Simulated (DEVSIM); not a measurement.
Structure: Au/SiO2/p-GaSb capacitor, at 300 K.

| layer (left to right) | material | thickness (nm) | Na (cm⁻³) |
|---|---|---|---|
| 1 | SiO2 | 32.0 | - |
| 2 | GaSb | 600 | 9.9e17 |

Metal gate on the left, work function 5.1 eV. Fixed charge at the semiconductor interface 0 cm⁻² (in units of +e); interface traps 5.1e10 cm⁻² eV⁻¹, uniform in energy, neutral level at 0.3 of the gap above the valence band.

Constants are typed, rounded textbook-type inputs, not results; the design itself was drawn at random and stands for no fabricated device. Values at 300 K.

| parameter | SiO2 | GaSb |
|---|---|---|
| gap (eV) | 9 | 0.726 |
| affinity (eV) | 0.9 | 4.06 |
| permittivity | 3.9 | 15.7 |
| Nc (cm⁻³) | - | 2.1e17 |
| Nv (cm⁻³) | - | 1.8e19 |

Simulated with DEVSIM: 1D Poisson equation in equilibrium, Boltzmann statistics, complete ionisation; no quantum confinement or tunnelling. Metal contacts follow the ideal Schottky-Mott rule: no Fermi-level pinning, no interface dipoles.

The interface trap density was swept, all else fixed.

```
interface trap density (cm^-2 eV^-1)  minimum of the low-frequency capacitance (μF/cm²)  flat-band voltage (V)
------------------------------------  -------------------------------------------------  ---------------------
0                                                                                0.0872                   0.39
1e10                                                                             0.0873                   0.39
5.1e10                                                                           0.0876                   0.38
1e11                                                                             0.0879                   0.37
3e11                                                                             0.0891                   0.33
1e12                                                                                  …                   0.18
2e12                                                                             0.0947                  -0.04
```

**Question.** Fill in the missing entries.

**Answer.** 
- 1e12, minimum of the low-frequency capacitance (μF/cm²): 0.0919
